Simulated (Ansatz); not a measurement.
Re: isotropic strain −0.50 %

Start from Re in the hcp (Mg type) structure (space group P6_3/mmc, No. 194; a = 2.7764 Å, c = 4.4809 Å; relaxed with 0.1 eV smearing).

One thing is altered: the cell is scaled by 0.9950 in all directions; the atoms relax in the strained cell.

Calculations: Ansatz (an electronic-structure program), PBE, PAW, cutoff 420 eV, scalar-relativistic without spin-orbit coupling. k-mesh 24×24×13 (Γ-centred); smearing 0.1 eV (Fermi–Dirac).

```json
[
 {"quantity": "volume per atom", "base": "14.96 Å³", "changed": "14.73 Å³", "shift": "-0.223 Å³"},
 {"quantity": "shortest interatomic distance", "base": "2.755 Å", "changed": "2.741 Å", "shift": "-0.014 Å"},
 {"quantity": "energy relative to the base (free energy F)", "base": "0 meV/atom", "changed": "+3.9 meV/atom", "shift": "+3.9 meV/atom"},
 {"quantity": "pressure (mean of the normal stresses, compression positive)", "base": "0.0 GPa", "changed": "5.7 GPa", "shift": "+5.7 GPa"},
 {"quantity": "band gap", "base": "zero", "changed": "zero", "shift": "–"}
]
```

Final structure:

```xyz
2
Lattice="2.7625 0.0000 0.0000 -1.3813 2.3924 0.0000 0.0000 0.0000 4.4585" Properties=species:S:1:pos:R:3 pbc="T T T"
Re     1.3813     0.7975     3.3439
Re     0.0000     1.5950     1.1146
```

Cost of the whole job for the changed cell (relaxation, final SCF and bands): about 18 core-seconds (a rough figure).

Whether these cells are dynamically stable was not tested. All final runs are without spin polarisation.
